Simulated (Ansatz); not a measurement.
The (310) surface of fcc Pd in its 1x1 cell, outermost plane spacing 0.62 Å in the ideal cut

Method: r2SCAN, at the PBE geometry (plane waves to 500 eV, PAW; Ansatz, a quantum-chemistry and plane-wave program).

Set-up: 17 atoms, 10.0 Å thick at the start (thin: gaps and levels are the slab's own); mesh 10x6x1; 0.1 eV smearing; dipole correction on; single point; on the structure that PBE left under its start's symmetry; no spin, no spin-orbit, no U.

The surface energy (mean of both faces) comes out as 1.86 J/m², the work function of the top face is 4.80 eV and the cost is about 13 core-minutes (a rough figure).
